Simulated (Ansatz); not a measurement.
Results of LDA (Ansatz, a first-principles code, plane waves, PAW) for Cr₂N (P-31m, No. 162; cell taken from a computed entry).

Settings: plane-wave cutoff 500 eV, 12×12×10 k mesh (along the axes of the cell as run), Fermi–Dirac smearing 0.05 eV, no spin polarisation, scalar-relativistic PAW data made under PBE.

Computed at the level's own relaxed cell.

Estimate the equilibrium volume per atom, lattice constant a and c axis length that the calculation returns.


- equilibrium volume per atom = 9.12 Å³/atom
- lattice constant a = 4.683 Å
- c axis length = 4.323 Å

Note: the run has no spin polarisation, so it can have missed a magnetic state; the relaxation could not lower the start's symmetry, so the cell can be a saddle point above a distorted one.

Computed values are for the static lattice.
